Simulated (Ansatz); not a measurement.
# Mg2Ge under a change: tensor shear ε_xy = +0.29 %

The reference is Mg2Ge in the anti-fluorite structure (space group Fm-3m, No. 225; a = 6.286 Å). Axes: x, y, z lie along the cube axes.

One thing is altered: tensor shear ε_xy = +0.29 % (engineering shear γ = 0.0058); the atoms relax in the strained cell.

Calculations: plane-wave PAW DFT at the LDA level (Ansatz, a quantum-chemistry and plane-wave program, 420 eV), no SOC. k-mesh 13×13×13 (Γ-centred); smearing 0.05 eV (Fermi–Dirac).

| quantity | base | changed | shift |
|---|---|---|---|
| space group | Fm-3m (No. 225) | Immm (No. 71) | – |
| shortest interatomic distance | 5.144 bohr | 5.136 bohr | -0.008 bohr |
| energy relative to the base (free energy F) | 0 meV/atom | +0.1 meV/atom | +0.1 meV/atom |
| band gap (uncertain: the edges found look like a band crossing or inverted bands; the changed cell) | 0.10 eV | 0.08 eV | -0.02 eV |
| stress (xx, yy, zz, yz, xz, xy; compression positive) | – | (0.00, 0.00, 0.00, 0.00, 0.00, -0.27) GPa | – |

Final structure:

```
Mg2Ge
1.0
    0.00912     3.14325     3.14325
    3.14325     0.00912     3.14325
    3.15236     3.15236     0.00000
Mg Ge
2 1
Direct
  0.24973   0.24973   0.25027
  0.75027   0.75027   0.74973
  0.00000   0.00000   0.00000
```

Cost of the whole job for the changed cell (relaxation, final SCF and bands): very roughly 60 core-seconds.

Whether these cells are dynamically stable was not tested. The zero or small gap of Mg2Ge can change with the level of theory.
